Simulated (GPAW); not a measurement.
**How a calculation on Y₂AlCo₃ (R-3m, 6 atoms in the cell) responds to its settings**

```yaml
crystal:
  lattice:
    - [2.72258, 1.57188, 3.97860]
    - [-2.72258, 1.57188, 3.97860]
    - [0.00000, -3.14377, 3.97860]
  atoms:
    - { symbol: Y, position: [0.62858, 0.62858, 0.62858] }
    - { symbol: Y, position: [0.37142, 0.37142, 0.37142] }
    - { symbol: Al, position: [0.00000, 0.00000, 0.00000] }
    - { symbol: Co, position: [0.00000, 0.50000, 0.00000] }
    - { symbol: Co, position: [0.00000, 0.00000, 0.50000] }
    - { symbol: Co, position: [0.50000, 0.00000, 0.00000] }
```

Base run A: PBEsol, LCAO dzp, GPAW PAW datasets PBEsol (made by gpaw-setup) (GPAW 25.7.0), self-consistent single point.

Its settings: mode = lcao; h = 0.2 Å; basis = dzp; xc = PBEsol; kpts = 4 4 4; mesh shift (steps) = 0 0 0; occupations.name = methfessel-paxton; occupations.width = 0.272 eV; occupations.order = 0; convergence.forces = 0.001 eV/Å; symmetry.symmorphic = false; symmetry.tolerance = 0.0005; maxiter = 120.

The starting cell comes from a database of computed structures (which also holds hypothetical and non-ambient phases and stackings), without a prior relaxation at this level. Its lattice was rescaled by a random factor within 2.5 % of one. Spin polarisation is off. Values carry the incompleteness of an atom-centred basis.

ΔF is the free energy per atom less that of run A. 

| run | kpts, occupations.width | ΔF (meV/atom) | largest force (eV/Å) | TS (meV/atom) | k-points |
|---|---|---|---|---|---|
| A | 4 4 4, 0.272 eV | 0.00 | 0.064 | 40.4 | 13 |
| B | 3 3 3, 0.03 eV | 13.8 | 0.272 | 0.0 | 6 |
| C | 3 3 3, 0.1 eV | 13.7 | 0.266 | 1.1 | 6 |
| D | 3 3 3, 0.3 eV | -1.95 | 0.177 | 45.6 | 6 |
| E | 4 4 4, 0.03 eV | 18.9 | 0.104 | 0.6 | 13 |
| F | 4 4 4, 0.1 eV | 16.4 | 0.104 | 5.0 | 13 |

Run C against A: The free energy rises by 13.7 meV/atom and the largest force goes from 0.064 to 0.266 eV/Å.

Run B against A: The free energy goes up by 13.8 meV/atom and the largest force goes from 0.064 to 0.272 eV/Å.
